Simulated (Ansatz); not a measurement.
# Pressure series in AgBr

The reference is AgBr in the rock salt structure (space group Fm-3m, No. 225).

```yaml
crystal:
  lattice:
    - [0.00000, 2.92042, 2.92042]
    - [2.92042, 0.00000, 2.92042]
    - [2.92042, 2.92042, 0.00000]
  atoms:
    - { symbol: Ag, position: [0.00000, 0.00000, 0.00000] }
    - { symbol: Br, position: [0.50000, 0.50000, 0.50000] }
```

Cell and atoms are relaxed at each pressure.

Computed with PBE (Ansatz, a quantum-chemistry and plane-wave program, PAW, without spin-orbit coupling).

Candidates:
(a) pressure −1 GPa
(b) pressure 10 GPa
(c) pressure 1.5 GPa
(d) pressure −2 GPa
(e) pressure 3 GPa

Base values:

```
Item                  Result
-------------------  -------
Smallest direct gap  2.44 eV
```

**Question.** Order them by smallest direct gap, highest first.

**Answer.** (b) pressure 10 GPa (3.05 eV), (e) pressure 3 GPa (2.65 eV), (c) pressure 1.5 GPa (2.55 eV), (a) pressure −1 GPa (2.36 eV), (d) pressure −2 GPa (2.26 eV)

Load acts through the strain it causes; cell and atoms are relaxed under it. No phonon test of stability was made. Competing high-pressure phases were not computed.
